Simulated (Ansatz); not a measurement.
By PBEsol, the system below comes out a metal.

Without scattering a metal conducts by its projected Fermi surface.

Here is the system:

```
CELL_PARAMETERS angstrom
      3.94341     0.00000     0.00000
      0.00000     3.94341     0.00000
      1.97170    -1.97170     2.78841
ATOMIC_POSITIONS crystal
  Ca 0.00000 0.00000 0.00000
```

The cell is taken as given; by PBEsol it stands under a pressure of -1.1 GPa.

The current flows along the normal of the first two printed cell vectors, the (001) plane of the conventional cell. No spin-orbit coupling; the value is a mean over 0.1 eV about the Fermi level.

Question: State the ballistic conductance per area according to PBEsol (Ansatz, an electronic-structure program).

Answer: 0.64 × 10¹⁵ S/m² for both spins.
